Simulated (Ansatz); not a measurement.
Si well of 8 atomic layers along [001] in random Si0.8Ge0.2, interfaces sharp

Prepared with Tersoff's 1989 multicomponent potential (SiCGe.tersoff) run with LAMMPS: minimisation. Geometry as solved with PBE, support functions at accuracy medium on the grid of 370 eV in Ansatz (a quantum-chemistry and plane-wave program).

```xyz
576
Lattice="16.58 0.00 0.00 0.00 16.58 0.00 0.00 0.00 43.98" Properties=species:S:1:pos:R:3 pbc="T T T"
Si     0.01     0.01     0.02
Si     1.38     1.40     1.39
Si     2.75     2.75    -0.01
Si     4.10     4.13     1.37
Si     2.76     0.05     2.77
Si     4.11     1.37     4.19
Si    -0.01     2.77     2.76
Si     1.36     4.13     4.14
Ge    -0.05     0.05     5.54
Si     1.36     1.44     6.93
Si     2.73     2.76     5.52
Ge     4.14     4.15     6.94
Ge     2.78     0.03     8.32
Si     4.18     1.42     9.72
Si    -0.01     2.78     8.32
Si     1.36     4.16     9.69
Si    -0.01     0.01    11.08
Si     1.38     1.41    12.43
Si     2.75     2.78    11.05
Si     4.11     4.18    12.42
Si     2.75     0.05    13.81
Si     4.11     1.38    15.21
Si     0.02     2.80    13.79
Si     1.38     4.16    15.18
Si     0.00     0.00    16.61
Si     1.38     1.39    17.94
Si     2.75     2.78    16.56
Si     4.15     4.15    17.92
Si     2.76     0.00    19.30
Si     4.15     1.38    20.65
Si     0.00     2.77    19.29
Si     1.39     4.15    20.65
Si     0.00     0.00    22.01
Si     1.39     1.38    23.37
Si     2.77     2.76    22.01
Si     4.15     4.15    23.36
Si     2.76    -0.01    24.73
Si     4.15     1.38    26.09
Si     0.00     2.77    24.73
Si     1.39     4.15    26.08
Si     0.00    -0.01    27.46
Si     1.38     1.38    28.82
Si     2.74     2.74    27.44
Ge     4.13     4.13    28.86
Si     2.75     0.04    30.21
Si     4.14     1.38    31.60
Si     0.02     2.75    30.19
Ge     1.38     4.16    31.60
Si     0.00    -0.01    33.04
Si     1.39     1.37    34.38
Si     2.76     2.72    32.98
Ge     4.14     4.14    34.36
Si     2.77    -0.02    35.73
Si     4.17     1.35    37.09
Si     0.02     2.74    35.75
Si     1.34     4.18    37.08
Si    -0.04    -0.04    38.45
Ge     1.34     1.35    39.88
Ge     2.75     2.76    38.44
Ge     4.17     4.17    39.89
Si     2.78    -0.03    41.26
Si     4.14     1.38    42.62
Si    -0.03     2.79    41.27
Si     1.38     4.15    42.62
Si    -0.01     5.51     0.01
Si     1.39     6.87     1.35
Si     2.74     8.27    -0.01
Ge     4.13     9.69     1.37
Si     2.72     5.49     2.74
Ge     4.12     6.89     4.16
Ge     0.01     8.28     2.76
Si     1.41     9.66     4.17
Si     0.02     5.50     5.55
Si     1.36     6.90     6.93
Si     2.73     8.29     5.58
Si     4.12     9.65     6.94
Si     2.73     5.55     8.33
Si     4.12     6.91     9.68
Si     0.01     8.28     8.32
Si     1.39     9.65     9.70
Si     0.00     5.54    11.07
Si     1.37     6.92    12.44
Si     2.76     8.29    11.07
Si     4.11     9.68    12.45
Si     2.75     5.54    13.81
Si     4.12     6.90    15.19
Si     0.00     8.29    13.82
Si     1.37     9.67    15.19
Si     0.00     5.53    16.55
Si     1.38     6.91    17.92
Si     2.75     8.29    16.56
Si     4.13     9.67    17.93
Si     2.76     5.53    19.28
Si     4.14     6.91    20.64
Si     0.00     8.29    19.29
Si     1.38     9.67    20.65
Si     0.00     5.53    22.00
Si     1.38     6.91    23.36
Si     2.76     8.29    22.01
Si     4.15     9.68    23.36
Si     2.77     5.53    24.72
Si     4.13     6.94    26.07
Si     0.00     8.29    24.72
Si     1.41     9.65    26.07
Si     0.04     5.56    27.44
Si     1.38     6.94    28.83
Si     2.77     8.30    27.46
Si     4.14     9.67    28.84
Si     2.76     5.58    30.22
Si     4.15     6.94    31.58
Si     0.00     8.30    30.22
Si     1.38     9.68    31.59
Si    -0.01     5.57    32.97
Si     1.39     6.92    34.32
Si     2.76     8.30    32.96
Si     4.11     9.67    34.36
Si     2.72     5.56    35.73
Si     4.11     6.91    37.10
Ge    -0.01     8.31    35.73
Si     1.41     9.70    37.13
Si    -0.02     5.53    38.49
Si     1.37     6.91    39.86
Si     2.75     8.29    38.49
Si     4.09     9.65    39.89
Si     2.73     5.55    41.25
Si     4.12     6.91    42.61
Si     0.02     8.27    41.25
Si     1.37     9.67    42.62
Si    -0.01    11.05     0.00
Si     1.33    12.40     1.42
Ge     2.72    13.79    -0.01
Ge     4.15    15.25     1.38
Si     2.73    11.06     2.79
Si     4.15    12.38     4.16
Si    -0.04    13.81     2.74
Ge     1.37    15.20     4.12
Ge     0.00    11.06     5.54
Si     1.41    12.42     6.96
Ge     2.81    13.80     5.57
Si     4.20    15.22     6.94
Si     2.76    11.03     8.33
Si     4.11    12.44     9.69
Ge     0.01    13.85     8.30
Si     1.38    15.23     9.73
Si     0.03    11.00    11.11
Si     1.37    12.42    12.45
Si     2.72    13.80    11.06
Ge     4.14    15.21    12.43
Si     2.75    11.05    13.83
Si     4.14    12.41    15.20
Si    -0.03    13.79    13.79
Ge     1.37    15.20    15.19
Si     0.00    11.06    16.55
Si     1.38    12.43    17.92
Si     2.78    13.80    16.57
Si     4.14    15.20    17.94
Si     2.75    11.05    19.29
Si     4.15    12.44    20.64
Si     0.00    13.82    19.28
Si     1.38    15.20    20.65
Si     0.00    11.06    22.01
Si     1.38    12.44    23.36
Si     2.76    13.82    22.01
Si     4.14    15.20    23.37
Si     2.77    11.05    24.72
Si     4.13    12.43    26.09
Si     0.00    13.82    24.71
Si     1.37    15.19    26.09
Ge     0.00    11.05    27.46
Si     1.39    12.45    28.85
Si     2.74    13.80    27.44
Ge     4.14    15.21    28.83
Si     2.76    11.05    30.21
Si     4.12    12.43    31.58
Si    -0.01    13.80    30.21
Ge     1.38    15.20    31.61
Si     0.00    11.06    32.96
Si     1.37    12.43    34.35
Si     2.77    13.78    32.99
Si     4.13    15.19    34.35
Si     2.76    11.07    35.73
Si     4.12    12.48    37.08
Si     0.01    13.81    35.73
Si     1.38    15.20    37.10
Si     0.03    11.09    38.47
Si     1.39    12.45    39.86
Si     2.76    13.84    38.49
Si     4.16    15.20    39.86
Si     2.74    11.05    41.24
Si     4.16    12.42    42.58
Si     0.00    13.82    41.22
Si     1.35    15.22    42.60
Si     5.56     0.03    -0.02
Si     6.94     1.37     1.37
Si     8.31     2.75     0.02
Si     9.72     4.11     1.36
Si     8.29    -0.01     2.74
Ge     9.68     1.38     4.16
Ge     5.52     2.75     2.78
Si     6.91     4.12     4.21
Si     5.53     0.02     5.54
Si     6.90     1.38     6.93
Si     8.28     2.76     5.58
Si     9.68     4.14     6.93
Si     8.28    -0.01     8.27
Ge     9.65     1.41     9.66
Si     5.55     2.75     8.32
Si     6.90     4.15     9.67
Si     5.56     0.02    11.04
Si     6.92     1.41    12.40
Si     8.27     2.82    11.07
Si     9.67     4.17    12.44
Ge     8.31     0.01    13.80
Si     9.69     1.39    15.24
Ge     5.52     2.78    13.81
Si     6.93     4.16    15.22
Si     5.49     0.02    16.59
Si     6.90     1.38    17.93
Si     8.29     2.76    16.58
Si     9.68     4.15    17.93
Si     8.29     0.00    19.29
Si     9.67     1.38    20.65
Si     5.52     2.77    19.29
Si     6.91     4.14    20.65
Si     5.53     0.00    22.01
Si     6.91     1.38    23.36
Si     8.29     2.76    22.01
Si     9.68     4.15    23.36
Si     8.29     0.00    24.72
Si     9.66     1.38    26.09
Si     5.53     2.76    24.72
Si     6.94     4.12    26.06
Si     5.55     0.02    27.44
Si     6.92     1.38    28.83
Si     8.29     2.76    27.46
Si     9.64     4.13    28.85
Si     8.31     0.01    30.18
Si     9.67     1.38    31.59
Si     5.55     2.73    30.24
Si     6.91     4.15    31.57
Si     5.48    -0.01    32.98
Ge     6.91     1.38    34.34
Si     8.29     2.77    32.92
Ge     9.68     4.15    34.36
Si     8.31    -0.02    35.74
Si     9.67     1.37    37.10
Si     5.55     2.76    35.77
Si     6.92     4.14    37.13
Si     5.53     0.00    38.49
Si     6.91     1.37    39.86
Si     8.30     2.74    38.49
Si     9.69     4.11    39.84
Si     8.30     0.01    41.24
Si     9.68     1.38    42.62
Si     5.55     2.73    41.26
Si     6.89     4.09    42.66
Si     5.47     5.48    -0.02
Ge     6.86     6.88     1.37
Ge     8.31     8.31    -0.02
Si     9.67     9.69     1.43
Ge     8.31     5.47     2.79
Ge     9.71     6.92     4.21
Si     5.51     8.30     2.78
Ge     6.92     9.68     4.17
Si     5.56     5.53     5.55
Si     6.90     6.90     6.94
Si     8.29     8.29     5.61
Si     9.67     9.66     6.96
Si     8.27     5.50     8.29
Ge     9.68     6.89     9.69
Si     5.50     8.26     8.29
Ge     6.89     9.68     9.69
Si     5.49     5.52    11.02
Ge     6.89     6.90    12.45
Si     8.30     8.30    11.08
Si     9.69     9.68    12.40
Si     8.31     5.51    13.85
Si     9.67     6.89    15.22
Si     5.46     8.29    13.82
Ge     6.88     9.65    15.22
Si     5.53     5.54    16.56
Si     6.91     6.90    17.94
Si     8.31     8.26    16.59
Si     9.68     9.67    17.93
Si     8.29     5.52    19.29
Si     9.68     6.91    20.65
Si     5.53     8.29    19.29
Si     6.91     9.67    20.65
Si     5.53     5.53    22.00
Si     6.91     6.91    23.36
Si     8.29     8.29    22.01
Si     9.67     9.68    23.37
Si     8.30     5.53    24.72
Si     9.65     6.93    26.08
Si     5.53     8.30    24.72
Si     6.90     9.67    26.10
Ge     5.56     5.55    27.44
Si     6.94     6.94    28.86
Si     8.30     8.31    27.47
Si     9.69     9.67    28.84
Si     8.29     5.53    30.21
Si     9.68     6.91    31.57
Si     5.53     8.30    30.20
Si     6.93     9.65    31.57
Si     5.52     5.52    32.92
Ge     6.90     6.90    34.34
Si     8.30     8.28    32.92
Ge     9.72     9.66    34.31
Si     8.29     5.53    35.78
Si     9.70     6.90    37.12
Si     5.46     8.28    35.72
Ge     6.90     9.64    37.10
Si     5.52     5.55    38.44
Ge     6.89     6.94    39.84
Si     8.35     8.30    38.48
Si     9.69     9.69    39.85
Ge     8.30     5.49    41.26
Si     9.73     6.90    42.60
Si     5.48     8.32    41.26
Si     6.89     9.70    42.57
Si     5.55    11.08    -0.03
Si     6.94    12.43     1.35
Si     8.29    13.84    -0.01
Si     9.68    15.21     1.38
Si     8.30    11.08     2.75
Si     9.67    12.48     4.09
Ge     5.56    13.79     2.79
Si     6.91    15.26     4.16
Si     5.48    11.03     5.56
Ge     6.89    12.43     6.95
Ge     8.32    13.87     5.52
Si     9.72    15.23     6.95
Si     8.33    11.06     8.33
Si     9.69    12.45     9.69
Si     5.51    13.84     8.36
Si     6.92    15.21     9.68
Si     5.48    11.08    11.08
Si     6.88    12.46    12.41
Si     8.29    13.82    11.05
Si     9.69    15.14    12.44
Ge     8.31    11.08    13.79
Si     9.71    12.45    15.22
Si     5.51    13.78    13.82
Ge     6.88    15.18    15.22
Si     5.50    11.07    16.60
Si     6.91    12.43    17.94
Si     8.32    13.80    16.60
Si     9.68    15.20    17.94
Si     8.30    11.05    19.29
Si     9.67    12.44    20.65
Si     5.53    13.82    19.29
Si     6.91    15.20    20.65
Si     5.53    11.06    22.00
Si     6.91    12.44    23.37
Si     8.29    13.82    22.01
Si     9.67    15.20    23.36
Si     8.29    11.06    24.74
Si     9.68    12.44    26.10
Si     5.52    13.82    24.74
Si     6.91    15.21    26.08
Si     5.50    11.03    27.44
Ge     6.91    12.42    28.84
Si     8.30    13.84    27.44
Si     9.67    15.19    28.82
Si     8.33    11.03    30.23
Si     9.68    12.43    31.60
Si     5.50    13.79    30.23
Ge     6.91    15.20    31.59
Ge     5.54    11.05    32.97
Si     6.91    12.50    34.35
Si     8.33    13.81    32.99
Si     9.69    15.19    34.37
Ge     8.31    11.11    35.72
Si     9.75    12.45    37.12
Si     5.52    13.85    35.73
Si     6.89    15.22    37.09
Ge     5.48    11.08    38.52
Si     6.91    12.45    39.90
Ge     8.30    13.83    38.48
Si     9.68    15.26    39.86
Si     8.29    11.05    41.22
Si     9.63    12.45    42.60
Si     5.53    13.83    41.24
Si     6.92    15.22    42.60
Si    11.05     0.02     0.02
Si    12.44     1.39     1.39
Si    13.81     2.77     0.02
Si    15.20     4.14     1.39
Si    13.81     0.01     2.76
Si    15.16     1.43     4.12
Si    11.10     2.78     2.76
Si    12.45     4.14     4.18
Si    11.10     0.00     5.57
Si    12.46     1.39     6.93
Si    13.82     2.77     5.54
Si    15.20     4.14     6.93
Si    13.82     0.01     8.31
Si    15.22     1.38     9.68
Si    11.09     2.79     8.28
Si    12.46     4.12     9.69
Ge    11.08    -0.03    11.07
Si    12.50     1.38    12.44
Si    13.85     2.76    11.06
Si    15.21     4.15    12.43
Si    13.82    -0.02    13.81
Ge    15.21     1.40    15.19
Ge    11.08     2.77    13.83
Si    12.47     4.19    15.22
Si    11.07    -0.01    16.57
Si    12.44     1.38    17.93
Si    13.80     2.80    16.59
Si    15.21     4.16    17.93
Si    13.82     0.00    19.29
Si    15.20     1.38    20.65
Si    11.06     2.76    19.29
Si    12.44     4.15    20.64
Si    11.05     0.00    22.01
Si    12.44     1.38    23.36
Si    13.82     2.77    22.01
Si    15.21     4.15    23.36
Si    13.82     0.00    24.72
Si    15.21     1.37    26.09
Si    11.05     2.76    24.72
Si    12.45     4.13    26.06
Si    11.02    -0.02    27.43
Ge    12.43     1.37    28.82
Si    13.83     2.76    27.41
Ge    15.21     4.17    28.82
Si    13.84    -0.03    30.20
Ge    15.20     1.37    31.61
Si    11.01     2.76    30.21
Ge    12.42     4.17    31.59
Si    11.03     0.02    33.00
Si    12.43     1.36    34.37
Si    13.78     2.75    33.00
Ge    15.19     4.15    34.37
Si    13.82     0.00    35.73
Si    15.20     1.37    37.10
Si    11.08     2.74    35.75
Si    12.44     4.14    37.11
Si    11.05    -0.01    38.44
Ge    12.44     1.40    39.83
Si    13.86     2.79    38.46
Si    15.20     4.16    39.87
Ge    13.86    -0.02    41.26
Si    15.23     1.41    42.66
Si    11.05     2.77    41.25
Si    12.45     4.14    42.61
Si    11.07     5.50    -0.01
Ge    12.46     6.89     1.39
Si    13.87     8.28     0.00
Si    15.20     9.70     1.37
Si    13.84     5.48     2.80
Si    15.23     6.84     4.16
Si    11.05     8.31     2.76
Ge    12.46     9.68     4.12
Si    11.09     5.49     5.58
Si    12.43     6.86     6.97
Ge    13.85     8.23     5.56
Si    15.23     9.64     6.95
Si    13.84     5.51     8.33
Si    15.21     6.91     9.69
Si    11.07     8.29     8.30
Si    12.42     9.64     9.71
Si    11.09     5.49    11.08
Si    12.48     6.87    12.43
Si    13.83     8.28    11.06
Si    15.20     9.65    12.45
Si    13.85     5.53    13.82
Si    15.21     6.91    15.19
Ge    11.07     8.28    13.81
Si    12.47     9.69    15.21
Si    11.06     5.53    16.58
Si    12.45     6.92    17.93
Si    13.83     8.29    16.56
Si    15.21     9.68    17.92
Si    13.82     5.54    19.29
Si    15.20     6.91    20.65
Si    11.06     8.29    19.29
Si    12.44     9.68    20.65
Si    11.06     5.53    22.00
Si    12.44     6.91    23.37
Si    13.82     8.29    22.01
Si    15.20     9.67    23.37
Si    13.83     5.54    24.72
Si    15.21     6.92    26.09
Si    11.06     8.30    24.73
Si    12.44     9.68    26.10
Ge    11.06     5.53    27.47
Si    12.46     6.94    28.86
Si    13.82     8.30    27.47
Si    15.18     9.66    28.86
Si    13.83     5.58    30.22
Si    15.21     6.94    31.60
Si    11.06     8.30    30.22
Si    12.45     9.68    31.59
Si    11.06     5.59    32.98
Si    12.46     6.93    34.36
Si    13.82     8.31    32.97
Si    15.18     9.71    34.32
Si    13.79     5.55    35.75
Si    15.17     6.90    37.13
Si    11.09     8.27    35.75
Si    12.45     9.67    37.10
Si    11.06     5.50    38.49
Si    12.44     6.89    39.85
Si    13.80     8.27    38.48
Ge    15.22     9.68    39.85
Si    13.82     5.53    41.24
Si    15.22     6.89    42.61
Si    11.05     8.27    41.20
Ge    12.47     9.67    42.59
Ge    11.05    11.10     0.04
Si    12.47    12.50     1.41
Si    13.84    13.84     0.02
Si    15.20    15.23     1.39
Si    13.85    11.10     2.74
Si    15.18    12.47     4.14
Si    11.07    13.86     2.76
Si    12.44    15.22     4.15
Ge    11.02    11.09     5.54
Si    12.43    12.49     6.91
Si    13.80    13.84     5.52
Si    15.15    15.21     6.91
Ge    13.79    11.03     8.29
Ge    15.21    12.42     9.75
Si    11.07    13.83     8.32
Si    12.47    15.18     9.67
Si    11.07    11.06    11.05
Si    12.44    12.43    12.45
Si    13.80    13.83    11.10
Si    15.20    15.20    12.44
Si    13.83    11.05    13.81
Si    15.20    12.43    15.18
Si    11.07    13.80    13.83
Si    12.44    15.20    15.18
Si    11.07    11.05    16.57
Si    12.45    12.44    17.92
Si    13.82    13.82    16.55
Si    15.19    15.20    17.93
Si    13.82    11.06    19.28
Si    15.20    12.44    20.65
Si    11.06    13.82    19.29
Si    12.44    15.20    20.65
Si    11.05    11.06    22.00
Si    12.43    12.44    23.36
Si    13.82    13.82    22.00
Si    15.20    15.20    23.36
Si    13.81    11.05    24.72
Si    15.20    12.44    26.05
Si    11.05    13.81    24.72
Si    12.41    15.22    26.06
Si    11.05    11.05    27.47
Si    12.41    12.41    28.86
Ge    13.80    13.82    27.46
Si    15.23    15.20    28.85
Si    13.82    11.05    30.22
Si    15.20    12.43    31.59
Si    11.02    13.79    30.20
Ge    12.43    15.18    31.60
Si    11.11    11.08    32.94
Si    12.46    12.44    34.36
Si    13.86    13.80    33.00
Si    15.21    15.19    34.38
Si    13.82    11.05    35.73
Si    15.21    12.43    37.09
Si    11.09    13.82    35.72
Si    12.45    15.20    37.10
Si    11.09    11.05    38.48
Si    12.47    12.43    39.83
Si    13.83    13.81    38.46
Si    15.21    15.15    39.83
Si    13.85    11.11    41.23
Si    15.22    12.46    42.62
Ge    11.06    13.83    41.23
Si    12.44    15.21    42.67
```
